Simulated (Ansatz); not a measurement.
**Worked example: self-consistent single point of La3SbO3 (C2/m, 14 atoms in the cell) in Ansatz (an electronic-structure program)**

Level of theory: r2SCAN, default PAW files made with PBE (plane waves; Ansatz).

This input was run:

Ansatz 0.2 input:
```yaml
# La3SbO3
crystal:
  lattice:
    - [6.937410, -2.058935, 0.000000]
    - [6.937410, 2.058935, 0.000000]
    - [-5.917506, 0.000000, 10.853158]
  atoms:
    - { symbol: La, position: [0.381060, 0.381060, 0.055780] }
    - { symbol: La, position: [0.618940, 0.618940, 0.944220] }
    - { symbol: La, position: [0.372420, 0.372420, 0.601090] }
    - { symbol: La, position: [0.627580, 0.627580, 0.398910] }
    - { symbol: La, position: [0.846180, 0.846180, 0.293180] }
    - { symbol: La, position: [0.153820, 0.153820, 0.706820] }
    - { symbol: Sb, position: [0.877850, 0.877850, 0.817500] }
    - { symbol: Sb, position: [0.122150, 0.122150, 0.182500] }
    - { symbol: O, position: [0.810670, 0.810670, 0.089040] }
    - { symbol: O, position: [0.189330, 0.189330, 0.910960] }
    - { symbol: O, position: [0.564530, 0.564530, 0.701980] }
    - { symbol: O, position: [0.435470, 0.435470, 0.298020] }
    - { symbol: O, position: [0.838970, 0.838970, 0.488110] }
    - { symbol: O, position: [0.161030, 0.161030, 0.511890] }
basis:
  ecutwfc: 500.0
kpoints:
  mp_grid: { grid: [5, 5, 2] }
hamiltonian:
  xc: r2scan
  pseudopotentials: { kind: paw }
scf:
  occupations: { method: fixed }
output:
  forces: true
  eigenvalues: true
  stress: true
```

Output, abridged:

```
WARN ansatz: RAYON_NUM_THREADS=1 ignored (pool sized by the plan → 1); use --threads N
Pseudopotentials: kind: paw
Pseudopotential: La, paw, valence charge 11
Pseudopotential: Sb, paw, valence charge 15
Pseudopotential: O, paw, valence charge 6
Crystal: 14 atoms, lattice volume = 310.046 Å³
Basis set: ecut = 500 eV, 7889 PW (Γ), exchange–correlation on 216×216×384 points (64 copies of the dense FFT grid, shifted against one another)
Bands: 80, of which v1, the nominal top of the filled ones, is band 66 counted from 1 (65 counted from 0)
Symmetry: 4 space group operations
Space group: C2/m (ITA 12), of the structure as read, at distance tolerance 6.8e-5 Å
k-points: 18 of 50
PAW frozen core: La, regenerated for the run's functional
PAW frozen core: Sb, regenerated for the run's functional
PAW frozen core: O, regenerated for the run's functional
Initial density: superposition of atomic densities (neutral atoms: chi_scale 0, normalization atom), corrected by the library's trained network
Initial wavefunctions: pseudopotential atomic-orbital guess
Eigensolver: davidson
Functional: x = r2scan, c = r2scan; τ floored in thin density (d = 2e-4 eV/Å³)
SCF iter   1: F=—  HF=-54025.162016 eV  |F-HF|=—  |Δ(HF+E_count)|=         —  Δρ=1.17e-2  dr2=7.93e-1  dr2_τ=3.92e-1  ethr=1.77e-3  ⟨swp⟩=5.5  Hψ=5524  notcnv=0  defer=207
all-band conjugate gradients solve this SCF's bands
preconditioner: auto → Resta (q_TF=auto, 2.366 Å⁻¹)
SCF iter   2: F=—  HF=-54025.430883 eV  |F-HF|=—  |Δ(HF+E_count)|=   2.69e-1  Δρ=5.28e-3  dr2=9.09e-2  dr2_τ=1.37e-2  ethr=6.01e-4  ⟨swp⟩=3.6  Hψ=2977  notcnv=0  defer=199
SCF iter   3: F=—  HF=-54025.418670 eV  |F-HF|=—  |Δ(HF+E_count)|=   1.22e-2  Δρ=1.88e-3  dr2=1.30e-2  dr2_τ=1.61e-3  ethr=6.89e-5  ⟨swp⟩=3.8  Hψ=2331  notcnv=0  defer=216
SCF iter   4: F=—  HF=-54025.418980 eV  |F-HF|=—  |Δ(HF+E_count)|=   3.10e-4  Δρ=8.81e-4  dr2=1.49e-3  dr2_τ=1.86e-4  ethr=9.85e-6  ⟨swp⟩=4.1  Hψ=2575  notcnv=0  defer=216
SCF iter   5: F=—  HF=-54025.419481 eV  |F-HF|=—  |Δ(HF+E_count)|=   5.01e-4  Δρ=3.01e-4  dr2=3.86e-4  dr2_τ=2.38e-5  ethr=1.13e-6  ⟨swp⟩=2.6  Hψ=2241  notcnv=0  defer=216
SCF iter   6: F=—  HF=-54025.419484 eV  |F-HF|=—  |Δ(HF+E_count)|=   3.74e-6  Δρ=9.75e-5  dr2=3.00e-5  dr2_τ=2.60e-6  ethr=2.92e-7  ⟨swp⟩=2.0  Hψ=2167  notcnv=0  defer=216
SCF iter   7: F=—  HF=-54025.419548 eV  |F-HF|=—  |Δ(HF+E_count)|=   6.37e-5  Δρ=4.82e-5  dr2=6.39e-6  dr2_τ=8.77e-7  ethr=2.27e-8  ⟨swp⟩=2.0  Hψ=2578  notcnv=0  defer=213
SCF iter   8: F=—  HF=-54025.419548 eV  |F-HF|=—  |Δ(HF+E_count)|=   6.39e-9  Δρ=1.44e-5  dr2=7.55e-7  dr2_τ=5.11e-8  ethr=4.84e-9  ⟨swp⟩=2.0  Hψ=2261  notcnv=0  defer=212
SCF iter   9: F=-54025.419548 eV  HF=-54025.419548 eV  |F-HF|=3.48e-8  |Δ(HF+E_count)|=   1.16e-7  Δρ=3.73e-6  dr2=4.32e-8  dr2_τ=1.57e-9  ethr=7.58e-11  ⟨swp⟩=18.6  Hψ=9602  notcnv=0
SCF 1 converged in 9 iterations: F = -54025.419548 eV  dr2 = 4.32e-8
SCF converged after 9 iterations
Free energy (F): -54025.419548 eV
Harris-Foulkes:  -54025.419548 eV  (|F-HF|=3.48e-8)
Internal energy: -54025.419548 eV  (E = F + TS)
E sigma→0 (E₀):  -54025.419548 eV
Fermi energy:    11.037790 eV
--- Per-component energies (eV) ---
  E_band       = -588.457254
  E_kinetic    = 2626.356185
  E_local      = -7552.368779  (includes V_loc(G=0)·N_el)
  E_nonlocal   = 1582.570151
  E_hartree    = 3042.806655
  E_xc         = -1494.906923
  E_vxc        = -1811.401246  (∫ρ·V_xc dr)
  E_paw        = -42796.598474  (= ΣΔE_a)
  E_vpaw       = -1623.318578  (= ΣTr[D̂ρ^β])
  E_aug_tail   = 0.006099  (compensation charges beyond the density's cutoff)
  E_vtau       = 104.077745  (kinetic-family band-sum trace: ∫τ·v_τ [+ j·A + Jᵃ·Aᵃ] dr)
  E_ewald      = -9434.515965
  E_core_change = 1.231503  (= ΣΔE_core)
  E_smearing   = -0.000000  (= −TS)
  E_closure    = 0.000000  (closes the sum)
  Σ components = -54025.419548   (vs F -54025.419548, Δ=0.00e0)
--- Forces (eV/Å), atoms counted from 1 ---
  atom   1  La    -0.00034119     0.00000000    -0.02932737
  atom   2  La     0.00034119     0.00000000     0.02932737
  atom   3  La    -0.03516818    -0.00000000    -0.01335561
  atom   4  La     0.03516818     0.00000000     0.01335561
  atom   5  La    -0.06191053    -0.00000000     0.00732402
  atom   6  La     0.06191053     0.00000000    -0.00732402
  atom   7  Sb    -0.01944267    -0.00000000    -0.02390057
  atom   8  Sb     0.01944267     0.00000000     0.02390057
  atom   9  O     -0.01592155     0.00000000    -0.00834544
  atom  10  O      0.01592155     0.00000000     0.00834544
  atom  11  O     -0.03799317     0.00000000    -0.00335470
  atom  12  O      0.03799317    -0.00000000     0.00335470
  atom  13  O      0.00336497     0.00000000     0.01304960
  atom  14  O     -0.00336497    -0.00000000    -0.01304960
  max |Σ_I F_I| component: 7.37e-18 eV/Å
--- Stress (GPa, compression-positive) ---
        0.239326       0.000000      -0.023667
        0.000000       0.508681       0.000000
       -0.023667       0.000000       0.265532
  P = ⅓ Tr σ = 0.3378 GPa (3.378 kbar)
  The stress holds the Pulay correction. Without it, at fixed plane waves, as pw.x and ABINIT print it: P = 0.2941 GPa
--- Band table (eV; the first three rows and the last of 18) ---
  k-point 0: bands = ["-22.8734", "-22.8111", "-22.7477", "-22.7042", "-22.6387", "-22.6210", "-17.3589", "-17.3577", "-17.3562", "-17.3557", "-17.3482", "-17.3480", "-17.3471", "-17.3432", "-17.3350", "-17.3347", "-10.1155", "-9.8830", "-9.8629", [...]
  k-point 1: bands = ["-22.8563", "-22.8403", "-22.7242", "-22.7156", "-22.6306", "-22.6293", "-17.3589", "-17.3577", "-17.3562", "-17.3557", "-17.3482", "-17.3480", "-17.3471", "-17.3432", "-17.3350", "-17.3347", "-10.0683", "-10.0640", "-9.6714", [...]
  k-point 2: bands = ["-22.8391", "-22.7894", "-22.7314", "-22.7011", "-22.6314", "-22.6132", "-17.3595", "-17.3584", "-17.3565", "-17.3557", "-17.3488", "-17.3488", "-17.3459", "-17.3418", "-17.3329", "-17.3328", "-10.1804", "-10.0172", "-9.9359", [...]
  k-point 17: bands = ["-22.8184", "-22.7922", "-22.7297", "-22.7083", "-22.6360", "-22.6223", "-17.3595", "-17.3584", "-17.3565", "-17.3557", "-17.3488", "-17.3488", "-17.3459", "-17.3418", "-17.3329", "-17.3328", "-10.1282", "-9.8940", "-9.8720", [...]
```

The run converged in 9 iterations.

The starting cell comes from a database of computed structures (which also holds hypothetical and non-ambient phases and stackings), without a prior relaxation at this level. Spin-orbit coupling is off. Ansatz's pressure includes its estimate of the finite-basis (Pulay) stress.

Cost on one core of a shared machine: roughly 80 s.
